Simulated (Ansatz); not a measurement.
For ZrGe (model structure, started from the NbAs type, I4₁md, No. 109, 4 atoms in the cell), PBE (PAW; Ansatz, an electronic-structure program) gives:

- lattice parameter a = 3.509 Å
- c axis length = 13.829 Å
- enthalpy of formation = -0.430 eV/atom

**Question.** What does PBE-D3(BJ) (Ansatz, plane waves, PAW) give for the same quantities?

**Answer.** 
- lattice constant a: 3.466 Å (decreases by 1.2 %)
- lattice parameter c: 13.713 Å (drops by 0.8 %)
- formation enthalpy: -0.462 eV/atom (moves by -0.032 eV/atom)

Changes are worked out from the printed values.

Unless a cell is named, each level is at its own relaxed cell (PBE 21.28, PBE-D3(BJ) 20.59 Å³/atom).

Ansatz's density-functional and Hartree–Fock values are scalar-relativistic unless marked +SOC, with PAW data made under PBE.

A model structure was made by putting elements into a prototype or built by hand; it is no filed structure, need not be a known phase, and can be a saddle point held by its symmetry.
